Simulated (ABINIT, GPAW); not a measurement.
A GPAW input for a self-consistent single point of IrRu3 (P6_3/mmc, 8 atoms in the cell) (DFT PBEsol, plane waves, GPAW PAW datasets PBEsol (made by gpaw-setup)):

```python
from ase import Atoms
from ase.units import GPa
from gpaw import GPAW

atoms = Atoms(['Ru', 'Ru', 'Ru', 'Ru', 'Ru', 'Ru', 'Ir', 'Ir'],
              cell=[[5.304174, 0.000000, 0.000000],
                    [-2.652087, 4.593549, 0.000000],
                    [0.000000, 0.000000, 4.212353]],
              scaled_positions=[[0.165810, 0.331620, 0.250000],
                                [0.834190, 0.668380, 0.750000],
                                [0.834190, 0.165810, 0.750000],
                                [0.165810, 0.834190, 0.250000],
                                [0.668380, 0.834190, 0.250000],
                                [0.331620, 0.165810, 0.750000],
                                [0.333333, 0.666667, 0.750000],
                                [0.666667, 0.333333, 0.250000]],
              pbc=True)

calc = GPAW(mode={'name': 'pw', 'ecut': 600},
            xc='PBEsol',
            kpts=(5, 5, 5),
            occupations={'name': 'methfessel-paxton', 'width': 0.272, 'order': 0},
            nbands=-14,
            convergence={'forces': 0.001},
            symmetry={'symmorphic': False, 'tolerance': 0.0005},
            maxiter=100,
            txt='-')

atoms.calc = calc

energy = atoms.get_potential_energy()
print('Energy (eV):', round(energy, 6))
forces = atoms.get_forces()
print('Forces (eV/Ang):')
print(forces.round(5))
stress = atoms.get_stress()
print('Stress (GPa, Voigt):', (stress / GPa).round(4))
```

Q: Translate this input to ABINIT.

A: This is the input that was run; spellings and numerical settings could be chosen otherwise.

```
# IrRu3, PseudoDojo nc-sr-04 PBEsol standard
pp_dirpath "./"
pseudos "Ru.upf, Ir.upf"
acell 5.3041737517 5.3041737517 4.2123530000 Angstrom
rprim
         1.0000000000    0.0000000109    0.0000000000
        -0.5000000094    0.8660253984    0.0000000000
         0.0000000000    0.0000000000    1.0000000000
natom 8
ntypat 2
znucl 44 77
typat 1 1 1 1 1 1 2 2
xcart
        -0.0000000313    2.8786439766    1.9900483776
         5.0117177910    5.8019060343    5.9701451327
         7.5304568803    1.4393220701    5.9701451327
        -2.5187391206    7.2412279408    1.9900483776
         2.5187389632    7.2412279955    1.9900483776
         2.4929787965    1.4393220154    5.9701451327
        -0.0000000629    5.7870333043    5.9701451327
         5.0117178226    2.8935167066    1.9900483776
ecut 42 Ha
ixc -116133
occopt 7
tsmear 0.00999582
nband 81
kptopt 1
ngkpt 5 5 5
nshiftk 1
shiftk 0 0 0
nstep 50
toldfe 1.0e-09
prtwf 0
prtden 0
enunit 2
```

Basis settings and potentials, where a program has them, do not carry over. This input uses DFT, PBEsol, plane waves, norm-conserving pseudopotentials (PseudoDojo nc-sr-04 PBEsol standard).

The starting cell comes from a database of computed structures (which also holds hypothetical and non-ambient phases and stackings), without a prior relaxation at this level. Its lattice was rescaled by a random factor within 2.5 % of one.
